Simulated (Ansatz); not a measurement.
Here is the system:

End structure of a constructed model of the (100) surface of fcc Pd, a pseudomorphic layer of Pt in the host's stacking (bottom of the slab: a bare face, its two planes held):

```xyz
7
Lattice="2.7886 0.0000 0.0000 0.0000 2.7886 0.0000 0.0000 0.0000 28.0000" Properties=species:S:1:pos:R:3 pbc="T T T"
Pd     1.3943     1.3943     8.0277
Pd     0.0000     0.0000     9.9996
Pd     1.3943     1.3943    11.9675
Pd     0.0000     0.0000    13.9437
Pd     1.3943     1.3943    15.9213
Pd     0.0000     0.0000    17.8958
Pt     1.3943     1.3943    19.8336
```

Slab: 7 atoms, 11.9 Å thick at the start; k 13x13x1, smearing 0.1 eV, dipole-corrected; 2 atoms held, the rest relaxed; start symmetry kept, larger cells not searched; no spin, no spin-orbit, no U. It is one candidate, not shown to be the stable structure of the face.

Problem. What work function of the top face does PBE (Ansatz, a quantum-chemistry and plane-wave program) give?

Solution. 5.68 eV
